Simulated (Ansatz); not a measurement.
Al (Fm-3m), Ansatz (a program for electronic structure) with PBEsol, DFPT electron-phonon coupling, linearised Boltzmann equation: Condition of this run: hydrostatic pressure 5 GPa (the target of the relaxation). phonon-limited resistivity 1.95 μΩ·cm at 300 K, 2.73 μΩ·cm at 400 K, current-weighted mean free path 28 nm, Drude plasma energy 12.39 eV.

**Question.** What is the classical skin depth at 1 GHz (nonmagnetic, μ₀ = 1.257×10⁻⁶ H/m)?

**Answer.** δ = √(ρ/(π f μ₀)) = 2220 nm.

**Question.** What temperature coefficient of resistance follows, and how does it compare with 1/T?

**Answer.** (ρ₄₀₀ − ρ₃₀₀)/(100 K × ρ₃₀₀) = 4.00×10⁻³ K⁻¹, against 1/T = 3.33×10⁻³ K⁻¹ for a resistivity proportional to T. It lies higher because phonons are still being populated at 300 K; impurities would add a constant and lower it.

**Question.** Estimate the electronic thermal conductivity at 300 K by the Wiedemann-Franz law (L₀ = 2.44×10⁻⁸ W·Ω/K²).

**Answer.** L₀T/ρ = 2.44×10⁻⁸ × 300/(1.95×10⁻⁸) = 375 W/(m·K). Inelastic scattering puts the true Lorenz number somewhat under L₀ near and below the Debye temperature.

A metal at this level (no band gap). Only scattering by harmonic phonons is included (no impurities, grain boundaries, electron-electron scattering or thermal expansion). Spin-orbit coupling is left out. The run warned that the eigensolver left some states short of its tolerance. Halving the electron mesh (36x36x36) moves the resistivity by up to 4 % at 300 K, the mean free path by up to 4 %. Smearing 0.20 eV; phonons on a 6x6x6 q mesh, which this run doesn't test.
